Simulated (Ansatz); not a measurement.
# Short convergence ladders for HgPPt₅ (P4mm, 7 atoms in the cell)

```yaml
crystal:
  lattice:
    - [3.95873, 0.00000, 0.00000]
    - [0.00000, 3.95873, 0.00000]
    - [0.00000, 0.00000, 7.24589]
  atoms:
    - { symbol: Hg, position: [0.50000, 0.50000, 0.00690] }
    - { symbol: P, position: [0.00000, 0.00000, 0.50000] }
    - { symbol: Pt, position: [0.00000, 0.50000, 0.30307] }
    - { symbol: Pt, position: [0.00000, 0.50000, 0.69693] }
    - { symbol: Pt, position: [0.50000, 0.00000, 0.30307] }
    - { symbol: Pt, position: [0.50000, 0.00000, 0.69693] }
    - { symbol: Pt, position: [0.00000, 0.00000, 0.00000] }
```

Base method: PBEsol, default PAW files made with PBE (plane waves; Ansatz, an electronic-structure program).

Base settings: basis.ecutwfc = 420 eV; kpoints.mp_grid.grid = 6 6 3; hamiltonian.xc = pbesol; hamiltonian.pseudopotentials = {kind: paw} (the program's default PAW files); scf.occupations.method = gaussian; scf.occupations.width = 0.1 eV.

The count of work is k-points × plane waves × bands × iterations; it is no time. Core times come from one kind of shared machine, to one figure; runs under 30 s give none.

**The cutoff for other potential files**

Level: DFT, PBEsol, plane waves, harder PAW files (source: ansatz) made with PBE.

In this ladder: hamiltonian.pseudopotentials = {kind: paw, source: ansatz}.

The second cell is the first with its lattice scaled by 0.98.

The mesh stays at the base's, so the ladder's end is converged at best in this setting alone.

The first pressure column holds Ansatz's estimate of the finite-basis (Pulay) stress, which hides part of the cutoff error; the other is without it.

Only quantities that move along the ladder and can be compared are tabulated.

| basis.ecutwfc | free energy less the last step's (meV/atom) | energy of the compressed cell less the first (meV/atom) | pressure (GPa) | pressure without the Pulay estimate (GPa) | largest difference of a force vector from the last step's (eV/Å) | count of work / last |
|---|---|---|---|---|---|---|
| 310 eV | 3820.75 | -64.52 | -11.18 | -196.10 | 0.331 | 0.11 |
| 380 eV | 670.56 | -2.59 | -7.60 | -51.30 | 0.061 | 0.14 |
| 485 eV | 37.50 | -6.60 | -7.47 | -10.91 | 0.005 | 0.21 |
| 585 eV | 2.91 | -6.22 | -7.46 | -7.65 | 0.000 | 0.28 |
| 690 eV | 1.36 | -6.23 | -7.46 | -7.47 | 0.000 | 0.36 |
| 830 eV | 1.08 | -6.23 | -7.46 | -7.47 | 0.000 | 0.47 |
| 1035 eV | 0.73 | -6.23 | -7.46 | -7.47 | 0.000 | 0.65 |
| 1380 eV | 0.00 | -6.23 | -7.46 | -7.54 | 0.000 | 1.0 |

State of the free energy at the end of the ladder: still drifting one way, by 1.1 meV/atom over the last two steps, so the last step is no safe reference.

Coarsest basis.ecutwfc that holds the energy of the compressed cell less the first within 2 meV/atom of the last step, with all finer ones: 485 eV, at 0.21 of the last step's count of work; the step before is off by 3.6 meV/atom.

Coarsest basis.ecutwfc that holds the forces within 0.02 eV/Å of the last step, with all finer ones: 485 eV, at 0.21 of the last step's count of work; the step before is off by 0.061 eV/Å.

The energy difference between the two cells stays within 1 meV/atom of the last step's from 485 eV on, the total only from 1035 eV on: much of the error is common to both cells and cancels.

At the lowest cutoff the pressure without the Pulay estimate lies 189 GPa under the last step's, the usual sign of Pulay stress in an incomplete plane-wave basis.

**The relaxed cell against the cutoff**

On HgPPt5 (P4/mmm, 7 atoms in the cell): atoms on their sites.

In this ladder: relax = cell and atoms.

The mesh stays at the base's, so the ladder's end is converged at best in this setting alone.

Only quantities that move along the ladder and can be compared are tabulated.

```csv
basis.ecutwfc,relaxed volume (Å³/atom),relaxation steps,core time / last (rough)
210 eV,16.182,110,3
250 eV,15.882,46,1
295 eV,15.613,19,0.8
355 eV,15.629,9,0.5
420 eV,15.626,7,0.5
505 eV,15.626,7,0.5
630 eV,15.626,7,0.7
840 eV,15.626,7,1
```

Coarsest basis.ecutwfc that holds the relaxed volume within 0.031 Å³/atom of the last step, with all finer ones: 295 eV; the step before is off by 0.26 Å³/atom.

At the lowest cutoff the cell relaxes to a volume 3.6 % larger than at the highest. Ansatz relaxes on a stress corrected for the finite basis.

On the base run: the starting cell comes from a database of computed structures (which also holds hypothetical and non-ambient phases and stackings), without a prior relaxation at this level. Its lattice was rescaled by up to half a per cent. One atom was moved a little off its site on purpose. Spin polarisation is off; with an odd number of electrons in the cell that forces a metal, and a magnetic state may lie lower.

Keys are those of Ansatz 0.2.
